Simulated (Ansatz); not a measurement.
# A computed series for NbAgO3: response to strain

The parent structure is NbAgO₃ in the cubic perovskite structure (space group Pm-3m, No. 221; a = 3.950 Å; a cell from a computed database, its experimental status unchecked). Axes: x, y, z lie along the cube axes.

Strains are applied to the cell and any free atomic positions relax; under biaxial strain the out-of-plane vector relaxes too.

Level of theory: Ansatz (a quantum-chemistry and plane-wave program), PBEsol, PAW, cutoff 420 eV, without spin-orbit coupling.

| change | shortest interatomic distance | gap character | band gap |
|---|---|---|---|
| base | 1.975 Å | indirect, M → X | 1.40 eV |
| biaxial strain +0.28 %, plane normal [001], relaxed out of plane | ? | indirect, M → X | 1.39 eV |
| biaxial strain +1.18 %, plane normal [001], relaxed out of plane | 1.964 Å | indirect, M → X | ? |
| isotropic strain −5.83 % | 1.860 Å | indirect, M → X | ? |
| uniaxial strain ε_xx = +0.81 % | 1.975 Å | indirect, R → Z | ? |

### Question
What belongs in the blanks?

### Answer

- biaxial strain +0.28 %, plane normal [001], relaxed out of plane, shortest interatomic distance: 1.972 Å
- biaxial strain +1.18 %, plane normal [001], relaxed out of plane, band gap: 1.35 eV
- isotropic strain −5.83 %, band gap: 1.57 eV
- uniaxial strain ε_xx = +0.81 %, band gap: 1.38 eV

Whether these cells are dynamically stable was not tested. Many cubic perovskites are stable only at high temperature; tilts and polar distortions were not tested. Labels are those of the standard path for the cell's own space group.
